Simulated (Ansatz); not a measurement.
Worked example: relaxation of cell and atoms of TlIO₃ (R3m, 5 atoms in the cell) in Ansatz (a program for electronic structure).

Level of theory: PBEsol, default PAW files made with PBE (plane waves; Ansatz).

The change in words: atoms on their sites; basis.ecutwfc: 420 eV → 295 eV; relax: default → cell and atoms. Reference geometry:
```
TlIO3
1.0
    3.16025     1.82457     2.66340
   -3.16025     1.82457     2.66340
    0.00000    -3.64914     2.66340
Tl I O
1 1 3
Direct
  0.01501   0.01501   0.01501
  0.50186   0.50186   0.50186
  0.90328   0.46189   0.46189
  0.46189   0.90328   0.46189
  0.46189   0.46189   0.90328
```

Reference input (self-consistent single point, DFT, PBEsol, plane waves, default PAW files made with PBE): basis.ecutwfc = 420 eV; kpoints.mp_grid.grid = 6 6 6; hamiltonian.xc = pbesol; hamiltonian.pseudopotentials = {kind: paw} (the program's default PAW files); scf.occupations.method = fermi_dirac; scf.occupations.width = 0.02 eV. This run's input differs from it in these lines:

Ansatz 0.2 input:
```diff
@@ -6,3 +6,3 @@
   atoms:
-    - { symbol: Tl, position: [0.015008, 0.015008, 0.015008] }
+    - { symbol: Tl, position: [0.008750, 0.008750, 0.008750] }
     - { symbol: I, position: [0.501860, 0.501860, 0.501860] }
@@ -12,3 +12,3 @@
 basis:
-  ecutwfc: 420.0
+  ecutwfc: 295.0
 kpoints:
@@ -20,2 +20,4 @@
   occupations: { method: fermi_dirac, width: 0.02 }
+relax:
+  cell: {}
 output:
```

Output, abridged:

```
   [... SCF lines of the steps left out ...]
relax step   1: F+E_penalty+E_count = -20403.86849639 eV  Δ(F+E_penalty+E_count) = +0.000e0 eV  max|allowed force component| = 4.182e-1 eV/Å  Δτ_max = 0.0000 Å  P = -0.402 GPa  Ω = 92.144 Å³  (7 SCF iters, dr2 threshold 1.00e-7 eV, accepted)
relax step   2: F+E_penalty+E_count = -20404.36694197 eV  Δ(F+E_penalty+E_count) = -4.984e-1 eV  max|allowed force component| = 3.720e-1 eV/Å  Δτ_max = 0.0327 Å  P = +5.826 GPa  Ω = 87.553 Å³  energy of the carried Pulay correction = +5.466e-1 eV  [...]
   [... lines left out ...]
relax step  21: F+E_penalty+E_count = -20403.92403434 eV  Δ(F+E_penalty+E_count) = -2.379e-2 eV  max|allowed force component| = 2.019e-3 eV/Å  Δτ_max = 0.0019 Å  P = +0.018 GPa  Ω = 88.524 Å³  energy of the carried Pulay correction = +2.374e-2 eV  [...]
relax step  22: F+E_penalty+E_count = -20403.90158298 eV  Δ(F+E_penalty+E_count) = +2.245e-2 eV  max|allowed force component| = 3.074e-3 eV/Å  Δτ_max = 0.0000 Å  P = -0.020 GPa  Ω = 88.524 Å³  stress off target by 2.05e-2 GPa  SCF on the basis [...]
basis re-selected at this cell: Δ(F+E_penalty+E_count) = +2.245e-2 eV, ΔP = -0.039 GPa vs the last step
the relaxation is at rest under the 6 symmetry operations that the run kept from its start: a minimum is not shown …
Free energy (F): -20403.901583 eV
Internal energy: -20403.901583 eV  (E = F + TS)
E sigma→0 (E₀):  -20403.901583 eV
Fermi energy:    7.718348 eV
--- Forces (eV/Å), atoms counted from 1 ---
  atom   1  Tl    -0.00000000     0.00000000    -0.00066082
  atom   2  I      0.00000000     0.00000000    -0.00307332
   [... lines left out ...]
  cell:  # Å, volume = 88.5237 Å³
   [... lines left out ...]
    - { symbol: I, position: [0.4992437495275569, 0.4992437495275569, 0.49924374952755685] }
    - { symbol: O, position: [0.9091882080800759, 0.45786540354430944, 0.45786540354430966] }
    - { symbol: O, position: [0.45786540354430944, 0.9091882080800759, 0.45786540354430966] }
    - { symbol: O, position: [0.45786540354430955, 0.45786540354430955, 0.909188208080076] }
```

The run converged. 

Summary of the result:
* **Free energy E − TS (on the zero of these files)**: -20403.9016 eV
* **Top of the valence band (on the code's own zero)**: 6.57 eV
* **Gap on the k-point mesh**: 2.31 eV
* **Pressure**: -0.02 GPa
* **Largest force (vector length)**: 0.003 eV/Å
* **Final cell**: a = b = c = 4.458 Å, α = β = γ = 88.41°
* **Final volume per atom**: 17.70 Å³
* **Relaxation steps**: 22

The starting cell comes from a database of computed structures (which also holds hypothetical and non-ambient phases and stackings), without a prior relaxation at this level. Its lattice was rescaled by up to half a per cent. Spin-orbit coupling is off. The relaxation keeps the symmetry of its start, so its end need not be a minimum. Ansatz's pressure includes its estimate of the finite-basis (Pulay) stress. Without the estimate this run gives -19.29 GPa. The cutoff lies below the one recommended for these files.

Cost on one core of a shared machine: roughly 2 min.
